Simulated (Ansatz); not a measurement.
For Ga3AlAs4 (model structure, P-4m2, No. 115, 8 atoms in the cell), PBE (Ansatz, a quantum-chemistry and plane-wave program, plane waves, PAW) gives:

lattice parameter a: 4.061 Å
lattice parameter c: 11.472 Å
bulk modulus B0: 62.6 GPa
cohesive energy: 3.28 eV/atom
band gap: 0.52 eV

What does r²SCAN in Ansatz (PAW) give for the same quantities?


- lattice constant a: 4.011 Å (falls by 1.2 %)
- lattice parameter c: 11.333 Å (shrinks by 1.2 %)
- bulk modulus: 73.4 GPa (grows by 17 %)
- cohesive energy: 3.44 eV/atom (goes up by 0.16 eV/atom)
- band gap: 1.28 eV (rises by 0.76 eV)

Changes are worked out from the printed values.

Unless a cell is named, each level is at its own relaxed cell (PBE 23.65, r²SCAN 22.79 Å³/atom).

Levels without +SOC have no spin–orbit coupling; where heavier elements are present it shifts gaps, mostly down, and can invert bands. Density-functional gaps are differences of (generalised) Kohn–Sham levels.

Caveats: the bulk modulus is −V dP/dV from two relaxed cells at ±2 % in volume (PBE, r²SCAN). Ansatz's density-functional and Hartree–Fock values are scalar-relativistic unless marked +SOC, with PAW data made under PBE.

A model structure was made by putting elements into a prototype or built by hand; it is no filed structure, need not be a known phase, and can be a saddle point held by its symmetry.
